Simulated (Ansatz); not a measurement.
WSe2: strain along the normal

WSe2 (2H layered, P6_3/mmc, 19.843 Å³/atom at rest, c along z) under an equal strain ε in the (0001) plane with the normal axis free, as in a coherent film. PBE-D3(BJ) in Ansatz, a plane-wave DFT program (PAW, default set), 420 eV, 12×12×3 Γ-centred mesh, Fermi-Dirac smearing 0.05 eV; ions are relaxed within the symmetry of each cell.

Here s stands for strain and y for normal strain.

```
strain (%)  normal strain (%)
----------  -----------------
-3.00                       ?
-1.20                    0.46
-0.60                    0.24
0.00                     0.00
0.60                    -0.23
1.20                    -0.45
```

Q: Using a straight line, estimate the missing y at s = -3.00 from the other rows, showing the fit.

A: Means: s 0, y 0.004. About the means, the sum of products is -1.3740 and the sum of squares of s is 3.6000; the slope is their ratio. Least squares gives y = 0.004 - 0.3817·s. Residuals (row less fit): -0.002, 0.007, -0.004, -0.005, 0.004; standard error 0.006 (degrees of freedom: 3). The slope, -0.38 ± 0.00, is the elastic response of the normal axis, −2C13/C33. At the withheld row, y = 0.004 - 0.3817 × (-3.0) = 1.149%. The calculation gives 1.19%, 0.041% above the prediction (2.5 % of the range of y in the table). The row lies outside the fitted rows, so this is an extrapolation. From the scatter of the fitted rows alone, a prediction at this place has a standard error of 0.012%, so the miss is 3.4 times that.

One order more, fitted to all 11 runs of the series, follows each within 0.01, so the miss is the next term of a smooth law. Rows are the converged runs of the series near zero and its far end; series whose fitted rows scatter by over a few per cent of the range, as at a crossing or softening among them, aren't shown in this form. Most that stay on the fit to the last digits aren't either.
